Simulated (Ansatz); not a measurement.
Below is the structure after relaxation of a nanostructure in its periodic cell.

```yaml
crystal:
  lattice:
    - [3.86787, 0.00000, 0.00000]
    - [-1.93394, 3.34968, 0.00000]
    - [0.00000, 0.00000, 28.60000]
  atoms:
    - { symbol: Si, position: [0.99418, 0.00220, 0.26593] }
    - { symbol: Si, position: [0.32948, 0.66988, 0.29309] }
    - { symbol: Si, position: [0.33882, 0.67441, 0.37591] }
    - { symbol: Si, position: [0.67220, 0.34112, 0.40346] }
    - { symbol: Si, position: [0.67184, 0.34080, 0.48622] }
    - { symbol: Si, position: [0.00520, 0.00749, 0.51378] }
    - { symbol: Si, position: [0.00479, 0.00714, 0.59654] }
    - { symbol: Si, position: [0.33816, 0.67383, 0.62409] }
    - { symbol: Si, position: [0.34746, 0.67842, 0.70691] }
    - { symbol: Si, position: [0.68275, 0.34605, 0.73407] }
    - { symbol: O, position: [0.95667, 0.98451, 0.20709] }
    - { symbol: O, position: [0.72082, 0.36549, 0.79292] }
    - { symbol: H, position: [0.21091, 0.11150, 0.19071] }
    - { symbol: H, position: [0.46652, 0.23775, 0.80930] }
```

k-points: Γ-centred 8×8×1 mesh; occupations: Fermi-Dirac, 0.020 eV; spin polarisation not allowed. No spin-orbit coupling.

 The in-plane lattice is held at the bulk value.

**Question.** Is it metallic, and what gap and level positions does PBE in Ansatz (a quantum-chemistry and plane-wave program) give?

**Answer.** 
electronic character: not metallic
Kohn-Sham band gap: 0.75 eV
character of the gap on the mesh and a band path of the cell's zone: indirect (the cell's symmetry is low, so an edge off the path may lie nearer)
k-point of the valence-band top (reciprocal lattice units): (0.000, 0.000, 0.000)
k-point of the conduction-band bottom (reciprocal lattice units): (0.444, 0.000, 0.000)
depth of the highest filled level under the vacuum level: 4.29 eV
depth of the lowest empty level under the vacuum level: 3.54 eV
weight of the highest filled level on the outer atoms and the ending: 0.30
weight of the lowest empty level on the outer atoms and the ending: 0.08
hole mass of the top band at the zone centre: 0.95 mₑ along the first reciprocal vector; not resolved along the other
